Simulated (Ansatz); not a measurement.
```
CELL_PARAMETERS angstrom
     -1.53516     1.53516     1.53516
      1.53516    -1.53516     1.53516
      1.53516     1.53516    -1.53516
ATOMIC_POSITIONS crystal
  W  0.00000 0.00000 0.00000
```

The run noted for some of its cells that some bands missed the eigensolver's tolerance. Spin-orbit coupling is not included. The pressure is 30 GPa. The structure is held there; whether it is the stable one at that pressure was not tested.

Question: What linear thermal expansion coefficient does the quasi-harmonic free energy on DFT at the PBEsol level (Ansatz, an electronic-structure program) give at 500 K, and what isobaric heat capacity per mole of formula units and Grüneisen parameter?

Answer: α = 3.3 × 10⁻⁶ K⁻¹; C_P = 25.1 J/(mol K); γ = 1.51. No phase change or melting is allowed for: the numbers belong to this structure as given.

The PAW data sets were generated under PBE and serve the other functionals too.
